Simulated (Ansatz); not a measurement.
Results of LDA (PAW; Ansatz, a first-principles code) for ZnSe (model structure, within 0.1 Å of Fm-3m, No. 225, 8 atoms in the cell).

Numerical settings: plane-wave cutoff 520 eV, 6×16×14 k mesh (along the axes of the cell as run), Fermi–Dirac smearing 0.05 eV, scalar-relativistic PAW data made under PBE.

Cell (relaxed at this level):

ZnSe has the cubic space group Fm-3m (No. 225), the rock salt structure, Pearson symbol cF8. Lattice parameters: a = b = c = 5.2134 Å, α = β = γ = 90.00°. Zn on 4a sees 6 Se at 2.607 Å (octahedral). Se on 4b sees 6 Zn at 2.607 Å (octahedral). (Neighbours: up to the widest gap in distance over summed covalent radii, below 1.35, at either atom; cation-cation and far metal-metal contacts left out.)

Problem. Predict the bulk modulus B0.

Solution. 
* **bulk modulus B0**: 89.7 GPa

The run finds no gap.

Note: the bulk modulus is −V dP/dV from two relaxed cells at ±2 % in volume.

The computed numbers hold no vibrational or temperature effects.

It cost roughly 50 core-minutes of CPU time.

A model structure was made by putting elements into a prototype or built by hand; it is no filed structure, need not be a known phase, and can be a saddle point held by its symmetry.
